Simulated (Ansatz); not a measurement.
Inside the gap of an insulator the Bloch states are evanescent, with a wavenumber k + iκ along the transport direction.

Input:

```
GaN
1.0
    3.18893     0.00000     0.00000
    0.00000     5.19236     0.00000
    1.59447     0.00000     2.76169
Ga N
2 2
Direct
  0.66667   0.50092   0.66667
  0.33333   0.00092   0.33333
  0.66667   0.12408   0.66667
  0.33333   0.62408   0.33333
```

The cell is taken as given; by r2SCAN it stands under a pressure of -1.0 GPa.

Transport runs along the normal of the first two printed cell vectors, the (100) plane of the conventional cell.

The gap is the functional's own. No spin-orbit coupling. Mid-gap values are those at the computed energy nearest the middle.

Problem. Estimate the band gap and the smallest decay constant κ at mid-gap that r2SCAN (Ansatz, a program for electronic structure) returns for this system.

Solution. Gap 2.31 eV on a 12×6×12 mesh; κ = 0.164 1/Å, at the zone centre.
